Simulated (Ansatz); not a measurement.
Sensitivity of a calculation on Ga2O3 (R-3c, 10 atoms in the cell) to its settings

```xyz
10
Lattice="2.5162 1.4527 4.5149 -2.5162 1.4527 4.5149 0.0000 -2.9054 4.5149" Properties=species:S:1:pos:R:3 pbc="T T T"
Ga     0.0000     0.0000    11.5888
Ga     0.0000     0.0000     1.9560
Ga     0.0000     0.0000     8.7284
Ga     0.0000     0.0000     4.8164
O      0.7628     1.5842     5.6437
O     -0.7628    -1.5842     7.9011
O     -1.7534    -0.1315     5.6437
O      1.7534     0.1315     7.9011
O      0.9906    -1.4527     5.6437
O     -0.9906     1.4527     7.9011
```

Base run A: PBE, PAW files in Ansatz (a program for electronic structure), self-consistent single point.

Its settings: basis.ecutwfc = 30.9 Ry; kpoints.mp_grid.grid = 4 4 4; hamiltonian.xc = pbe; hamiltonian.pseudopotentials = {kind: paw} (the program's default PAW files); scf.occupations.method = fixed.

The starting cell comes from a database of computed structures (which also holds hypothetical and non-ambient phases and stackings), without a prior relaxation at this level. Its lattice was rescaled by a random factor within 2.5 % of one. In the base run, with a pressure of about 3 GPa the cell is away from its equilibrium volume at this level. Ansatz's pressure includes its estimate of the finite-basis (Pulay) stress.

ΔF is the free energy per atom less that of run A. A dash stands where there is no value to compare (another energy zero or no entropy term, no result, no spin, no clean gap, or a mesh too coarse for one). Absolute energies have different zeros for different potentials, functionals, Hubbard and dispersion terms and are not compared across them.

Run A gave: pressure (GPa) 3.30; largest force (eV/Å) 0.043; gap on the mesh (eV) 2.611; k-points 13; valence electrons 88.

Runs:
- B: scf.convergence.dr2_threshold: default (1e-07 eV) → 0.0001 eV
- C: kpoints.mp_grid.grid: 4 4 4 → 3 3 3
- D: hamiltonian.xc: pbe → revpbe; hamiltonian.dispersion: default → d3bjatm [revPBE-D3BJ-ATM]
- E: scf.occupations.method: fixed → fermi_dirac; scf.occupations.width: default → 0.0147 Ry
- F: 1 x 1 x 2 supercell, mesh divided to match; kpoints.mp_grid.grid: 4 4 4 → 4 4 2
- G: scf.mixing.algorithm: default (the program chose MSR1) → anderson; scf.mixing.beta: default → 0.05
- H: scf.mixing.preconditioner: default (the program chose Resta) → kerker; scf.mixing.q_tf: default → 0.5

Q: What does run C change against A?

A: The free energy is nearly the same (within 1 meV/atom), the pressure hardly changes (3.30 to 3.24 GPa), the largest force hardly changes (0.043 to 0.041 eV/Å) and the gap on the mesh goes from 2.611 to 2.628 eV.

Q: What does run D change against A?

A: The pressure goes from 3.30 to 0.61 GPa, the largest force moves little (0.043 to 0.040 eV/Å) and the gap on the mesh goes from 2.611 to 2.671 eV.

| run | ΔF (meV/atom) | pressure (GPa) | largest force (eV/Å) | gap on the mesh (eV) | k-points | valence electrons |
|---|---|---|---|---|---|---|
| A | 0.00 | 3.30 | 0.043 | 2.611 | 13 | 88 |
| B | 0.00 | 3.30 | 0.043 | 2.611 | 13 | 88 |
| C | 0.72 | 3.24 | 0.041 | 2.628 | 6 | 88 |
| D | – | 0.61 | 0.040 | 2.671 | 13 | 88 |
| E | -0.01 | 3.31 | 0.043 | 2.611 | 13 | 88 |
| F | 0.00 | 3.30 | 0.043 | 2.611 | 14 | 176 |
| G | 0.00 | 3.30 | 0.043 | 2.611 | 13 | 88 |
| H | 0.00 | 3.30 | 0.043 | 2.611 | 13 | 88 |

Keys are those of Ansatz 0.2.
